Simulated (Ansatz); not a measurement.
## WC: biaxial strain −2.09 %, plane normal [001], relaxed out of plane

The reference is WC (space group P-6m2, No. 187; a = 2.9226 Å, c = 2.8464 Å; relaxed with 0.1 eV smearing). Axes: x lies along a and z along c of the hexagonal cell.

Now apply this change: biaxial strain −2.09 %, plane normal [001], relaxed out of plane (Cartesian); in-plane vectors clamped, the third vector and the atoms free.

Method: PBE, PAW, 420 eV (Ansatz, an electronic-structure program; without spin-orbit coupling), earlier PAW set. Settings: 23×23×20 k-points, 0.1 eV Fermi–Dirac smearing.

| quantity | base | changed | shift |
|---|---|---|---|
| volume per atom | 10.53 Å³ | 10.17 Å³ | -0.355 Å³ |
| shortest interatomic distance | 2.207 Å | 2.188 Å | -0.019 Å |
| pressure (mean of the normal stresses, compression positive) | 0.0 GPa | 13.2 GPa | +13.2 GPa |
| band gap | zero | zero | – |
| out-of-plane strain | – | +0.80 % | – |
| ratio −ε⊥/ε∥ | – | 0.38 | – |
| mean in-plane stress (compression positive) | – | +19.8 GPa | – |

Cost of the whole job for the changed cell (relaxation, final SCF and bands): roughly 60 core-seconds.

Stability against distortions was not tested. The final runs are not spin-polarised.
